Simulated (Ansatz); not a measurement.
An Ansatz (a program for electronic structure) input (PBE in Ansatz (plane waves to 420 eV, PAW, no spin-orbit coupling), earlier PAW set):

Ansatz 0.2 input:
```yaml
crystal:
  lattice:
    - [3.9627865484, 0, 0]
    - [0, 3.9627865484, 0]
    - [0, 0, 4.2160353253]
  atoms:
    - { symbol: Ti, position: [0.5, 0.5, 0.4578740224] }
    - { symbol: Ba, position: [0, 0, 0.9406579086] }
    - { symbol: O, position: [0.5, 0.5, 0.8887374549] }
    - { symbol: O, position: [0.5, 0, 0.4093653071] }
    - { symbol: O, position: [0, 0.5, 0.4093653071] }
basis: { ecutwfc: 420, ecutrho_ratio: 4, xc_grid: 2, fft_grid_basis: typed }
kpoints: { mp_grid: { grid: [8, 8, 8] } }
hamiltonian:
  xc: pbe
  dispersion: none
  pseudopotentials: { azcp: { folder: ./paw }, kind: paw }
scf: { occupations: { method: fermi_dirac, width: 0.05 } }
relax: { f_tol: 0.005, max_steps: 50, cell: { stress_tol: 0.01, fix: [a, b, gamma] } }
output: { forces: true, stress: true }
checkpoint: { write: state.ck, write_every: 1000 }
```

**Question.** Which symmetry and how many k-points will the program report, and about how many plane waves at Γ?

**Answer.** Space group P4mm (ITA 99) with 8 operations, k-points 75 of 512, and 1295 plane waves at Γ.

**Question.** And the final pressure?

**Answer.** 0.83 GPa (compression positive).

The cells carry an imposed strain or load. Stability against distortions was not tested. All final runs are without spin polarisation. The cell was made from BaTiO3 (space group P4mm, No. 99) by this change: biaxial strain −0.56 %, plane normal [001], relaxed out of plane.
